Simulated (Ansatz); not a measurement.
The structure below was relaxed with r2SCAN, PAW, 500 eV (Ansatz, a first-principles code; spin-orbit coupling left out), at pressure 18 GPa.

Space group Pca2₁ (No. 29); a = 5.143 Å, b = 4.919 Å, c = 4.916 Å, α = β = γ = 90.00°

| atom | site | symmetry | x | y | z |
|---|---|---|---|---|---|
| Hf | 4a | 1 | 0.0334 | 0.2696 | 0.2406 |
| O | 4a | 1 | 0.3800 | 0.0853 | 0.1251 |
| O | 4a | 1 | 0.2573 | 0.5482 | 0.4903 |

Question: Write out a cell with all atoms.

Answer: 
```
HfO2
1.0
    5.14323     0.00000     0.00000
    0.00000     4.91946     0.00000
    0.00000     0.00000     4.91565
Hf O
4 8
Cartesian
  0.17154   1.32625   1.18267
  4.97169   3.59321   3.64050
  2.74315   3.59321   1.18267
  2.40008   1.32625   3.64050
  1.95421   0.41958   0.61498
  3.18902   4.49988   3.07281
  4.52582   4.49988   0.61498
  0.61740   0.41958   3.07281
  1.24839   2.69666   4.86797
  3.89483   2.22281   2.41014
  3.82001   2.22281   4.86797
  1.32322   2.69666   2.41014
```
This is the conventional cell.

Load acts through the strain it causes; cell and atoms are relaxed under it. No phonon test of stability was made. No other phases were tried under pressure. The cell was made from HfO$_{2}$ (space group Pca2_1, No. 29) by this change: pressure 18 GPa. This is not the structure that HfO2 has at room temperature and ambient pressure.
